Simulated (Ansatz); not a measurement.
The parent structure is CeO2 in the fluorite structure (space group Fm-3m, No. 225; a = 5.3986 Å).

Calculations: DFT with PBEsol, PAW potentials and a 420 eV plane-wave cutoff in Ansatz (a first-principles code), spin-orbit coupling left out, earlier PAW set.

Base values:

The width of the top valence band comes out as 0.85 eV and the lattice parameter a is 10.202 bohr. The gap character is indirect, a point along ⟨110⟩, about 0.9 Å⁻¹ from Γ → L.

Perturbation: full substitution O → Te; the structure is relaxed again.

Question: What does the calculation give for the width of the top valence band after the change?

Answer: The width of the top valence band increases by 0.52 eV to 1.37 eV.

Question: What happens to the lattice parameter a?

Answer: The lattice parameter a goes up by 3.663 bohr to 13.865 bohr.

Question: What happens to the gap character?

Answer: The gap character changes from indirect, a point along ⟨110⟩, about 0.9 Å⁻¹ from Γ → L to indirect, X → L.

Spin-orbit coupling, missing from the scalar runs, can matter with Te. Whether these cells are dynamically stable was not tested. As relaxed here, CeTe2 is a hypothetical phase, not in the database extracts checked. Seeded moments were not kept for O → Te and the base. The final runs are not spin-polarised.
